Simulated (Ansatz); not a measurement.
Structures of equal composition on the (0001) surface of 4H silicon carbide (Si plane on top): (√3x√3)R30° Ga adatom at H3; (√3x√3)R30° Ga adatom at T4. The slabs share one bottom face, and each structure is named by its start. These are constructed structures in small cells; real faces may alloy, dewet or reconstruct in larger ones, and not all known structures of the face are among them. Slabs of about 10 Å, Fermi-Dirac smearing of 0.025 eV. Bottom of the slabs: H caps. Relaxed from the named starts with such symmetry as they have, on meshes of like density; energies extrapolated to zero smearing; spin only where a row says so; no spin-orbit coupling, no U. Brackets mark spin-polarised runs, whose order is one that fits the cell. Where a second, spin-polarised start was run, the lower counts.

Level of theory: HSE06, at the PBE geometry (plane waves to 420 eV, PAW; Ansatz, a quantum-chemistry and plane-wave program).

Q: Put the candidates in order of energy per 1x1 cell, lowest first, for HSE06, at the PBE geometry.

A: (√3x√3)R30° Ga adatom at T4 (0.000 eV), (√3x√3)R30° Ga adatom at H3 (0.205 eV)
